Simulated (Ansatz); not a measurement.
# MgO (Fm-3m): band-edge transport data

Given:

```
MgO
1.0
    0.00000     2.10744     2.10744
    2.10744     0.00000     2.10744
    2.10744     2.10744     0.00000
Mg O
1 1
Direct
  0.00000   0.00000   0.00000
  0.50000   0.50000   0.50000
```

The numbers are results of PBEsol, rigid bands (plane waves, PAW, scalar-relativistic; Ansatz, a program for electronic structure), not measurements. How the cell was made: cell and atoms relaxed with PBEsol.

```yaml
band_gap: 4.62 eV
electron conductivity mass (300 K, dilute): 0.35 mₑ
hole conductivity mass (300 K, dilute): 2.3 mₑ
effective density of states N_c (300 K): 5.1e18 cm⁻³
effective density of states N_v (300 K): 3.1e20 cm⁻³
density_of_states_mass_electrons: 0.34 mₑ
density_of_states_mass_holes: 5.3 mₑ
Seebeck coefficient, n-type 1e19 cm⁻³, 300 K: -171 μV/K
best n-type power factor at 300 K for τ = 10 fs (best axis; densities from 1e16 to 1e21 cm⁻³ tried, whether or not they can be reached): 2.3 μW/(cm·K²) at 3e19 cm⁻³
Seebeck coefficient, p-type 1e19 cm⁻³, 300 K: 508 μV/K
```

Rigid bands; masses and Seebeck coefficients take one relaxation time τ for all states and one kind of carrier; polarons and phonon drag are left out. Spin-orbit coupling is left out.
